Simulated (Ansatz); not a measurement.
## ZrSi2, pressure series

Base system: ZrSi2 (space group Cmcm, No. 63).

ZrSi2 is taken in the orthorhombic space group Cmcm (No. 63), Pearson symbol oS12. Cell: a = 3.7044 Å, b = 14.7922 Å, c = 3.6789 Å, α = 90.00°, β = 90.00°, γ = 90.00°. Si1 on 4c is coordinated by 2 Si at 2.420 Å and 4 Zr at 2.722 Å and 2 Zr at 2.988 Å. Si2 on 4c is surrounded by 4 Si at 2.610 Å and 4 Zr at 2.824–2.827 Å. Zr on 4c sees 8 Si at 2.722–2.827 Å and 2 Si at 2.988 Å. (Neighbours: up to the widest gap in distance over summed covalent radii, below 1.35, at either atom; cation-cation and far metal-metal contacts left out.)
(The calculation used a cell of 6 atoms; values per cell refer to that cell.)

Cell and atoms are relaxed at each pressure.

Calculations: PBE in Ansatz (plane waves to 420 eV, PAW, scalar-relativistic without spin-orbit coupling).

```csv
pressure (GPa),volume per atom (Å³/atom)
-2,17.082
-1,16.938
0,16.800
0.9,16.680
2.1,16.526
4.5,?
9,15.757
22.5,14.627
30,14.134
```

Task: Fit the third-order Birch–Murnaghan form P(V) = (3B₀/2)[(V₀/V)^(7/3) − (V₀/V)^(5/3)]·[1 + (3/4)(B₀′ − 4)((V₀/V)^(2/3) − 1)] (squares taken in P) to the rows shown and predict the withheld row.

Result: Least squares on the printed values gives V₀ = 16.800 Å³/atom, B₀ = 124 GPa, B₀′ = 3.9; this predicts 16.239 Å³/atom, and the run gives 16.239 Å³/atom, in agreement.

Load acts through the strain it causes; cell and atoms are relaxed under it. No phonon test of stability was made. No other phases were tried under pressure. All final runs are without spin polarisation.

Ansatz is a program for electronic structure.
